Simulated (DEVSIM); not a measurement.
# abrupt Si p-n junction

Device: abrupt Si p-n junction, at 350 K.

```csv
layer (left to right),material,thickness (μm),Nd (cm⁻³),Na (cm⁻³),τn (s),τp (s)
1,Si,28.0,-,1e17,2e-5,2e-5
2,Si,4.50,2.6e15,-,2e-5,2e-5
```

Left contact: ohmic. Right contact: ohmic. Voltage is applied to the left contact. Recombination: SRH at mid-gap. Mobility is constant in doping.

Constants are typed, rounded textbook-type inputs, not results; the design itself was drawn at random and stands for no fabricated device. Values at 300 K; Nc and Nv go as T^1.5, mobilities as T to minus their exponent, the gap by Varshni's rule with the affinity fixed.

```csv
parameter,Si
gap (eV),1.124
affinity (eV),4.05
permittivity,11.7
Nc (cm⁻³),2.86e19
Nv (cm⁻³),3.1e19
μn (cm²/Vs),1417
μp (cm²/Vs),470
T exponent of μn,2.3
T exponent of μp,2.2
Varshni α (eV/K),0.000473
Varshni β (K),636
```

DEVSIM, 1D drift-diffusion, Boltzmann statistics, complete ionisation; no tunnelling, impact ionisation, image-force lowering or self-heating.

The potential step across the device at zero bias is 0.643 V, the largest field in the device at zero bias is 26000 V/cm and the dark forward voltage at 1 A/cm² is 0.466 V. The dark forward voltage at 100 A/cm² comes out as 0.693 V.

Dark forward current:

```json
[
 {"V (V)": "0.05", "J (A/cm²)": "9.7e-7"},
 {"V (V)": "0.15", "J (A/cm²)": "3.2e-5"},
 {"V (V)": "0.25", "J (A/cm²)": "0.00087"},
 {"V (V)": "0.30", "J (A/cm²)": "0.0045"},
 {"V (V)": "0.40", "J (A/cm²)": "0.12"},
 {"V (V)": "0.50", "J (A/cm²)": "2.8"},
 {"V (V)": "0.60", "J (A/cm²)": "28"},
 {"V (V)": "0.65", "J (A/cm²)": "59"},
 {"V (V)": "0.75", "J (A/cm²)": "180"},
 {"V (V)": "0.85", "J (A/cm²)": "390"},
 {"V (V)": "0.95", "J (A/cm²)": "710"},
 {"V (V)": "1.00", "J (A/cm²)": "920"},
 {"V (V)": "1.10", "J (A/cm²)": "1400"},
 {"V (V)": "1.20", "J (A/cm²)": "2000"}
]
```

Small-signal capacitance in reverse bias (quasi-static):

```tsv
V (V)	C (nF/cm²)
-0.1	17.8
-0.25	16.0
-0.5	14.0
-0.75	12.6
-1	11.5
-1.5	10.1
-2	9.03
-2.5	8.26
-3.25	7.41
-4	6.77
-5	6.14
```
